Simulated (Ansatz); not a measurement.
Consider a 24-atom cell of (Ti,Zr)B2 started in the AlB2 type structure, site fractions Ti 0.500, Zr 0.500, short-range order -0.25 in the first shell of the mixed sites (0 is random, a negative value favours unlike neighbours), space group C2/m at the end, an ordered arrangement that its symmetry holds. Its start:

```xyz
24
Lattice="0.0007 -5.3772 -3.4013 -0.0007 5.3772 -3.4013 6.2095 -0.0008 -3.4013" Properties=species:S:1:pos:R:3 pbc="T T T"
Ti     1.5427    -2.7136    -3.4013
Zr    -0.0079    -0.0169    -3.4013
Ti     0.0100     0.0248     0.0000
Ti     4.6705    -2.6862    -6.8026
Ti     3.0917    -0.0034    -6.8026
Zr     3.1135    -0.0004    -3.4013
Zr     1.5600     2.7053    -3.4013
Zr     4.6480     2.6880    -6.8026
B      1.5523    -0.8906    -1.6517
B      6.2092     1.7911    -4.9814
B      6.2092     1.7911    -8.6238
B      4.6534    -0.8982    -5.1409
B      3.1022     1.7901    -5.1432
B      3.1029    -3.5871    -5.0607
B      1.5523    -0.8906    -5.1509
B      4.6534    -0.8982    -8.4644
B      3.1081     3.5858    -5.0630
B      1.5523     0.8965    -1.5801
B      1.5523     0.8965    -5.2225
B      0.0004    -1.7982    -1.7496
B      4.6593     0.8975    -5.0607
B      4.6593     0.8975    -8.5445
B      3.1087    -1.7914    -5.1409
B      0.0004    -1.7982    -5.0530
```

The mixing enthalpy is taken against the end members in the AlB2 type type (which need not be the stable form of TiB2 and ZrB2), relaxed in the same cell and mesh.

Method: PBE (plane waves to 420 eV, PAW; Ansatz, an electronic-structure program). No spin–orbit coupling; the runs are not spin-polarised. Its k-point mesh 6×6×5, Fermi–Dirac width 0.05 eV.

```
end member  weight  volume per atom (Å³)
----------  ------  --------------------
TiB2         0.500                  8.56
ZrB2         0.500                 10.28
```

Task: Predict the alloy's volume, bond lengths and mixing enthalpy.

Result: The volume per atom is 9.47 Å³ and the B–Ti bonds is 2.455 Å on average, from 2.418 to 2.496 (48). The B–Zr bonds comes out as 2.490 Å on average, from 2.454 to 2.527 (48). The mixing enthalpy per site of the mixed sublattice is 126 meV. The departure of the mean lattice parameter from Vegard's line comes out as +0.3 %.
